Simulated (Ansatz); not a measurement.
The parent structure is C in the diamond structure (space group Fd-3m, No. 227; a = 3.554 Å). Axes: x, y, z lie along the cube axes.

Perturbation: the symmetric strain tensor [0.0002 -0.0009 -0.0030; -0.0009 -0.0091 0.0157; -0.0030 0.0157 0.0074], atoms relaxed at fixed cell.

Levels (all Ansatz, a quantum-chemistry and plane-wave program, PAW): PBEsol (420 eV, no spin-orbit coupling); HSE06 (420 eV, no spin-orbit coupling).

The geometry is relaxed with PBEsol.

```
Item              Result
---------------  -------
PBEsol band gap  3.68 eV
```

Problem. How does going to HSE06 change the band gap?

Solution. The band gap increases by 1.27 eV (3.68 eV → 4.95 eV).

Single points use the geometry relaxed with PBEsol. HSE06 gaps are upper bounds (no full band path). Whether these cells are dynamically stable was not tested.
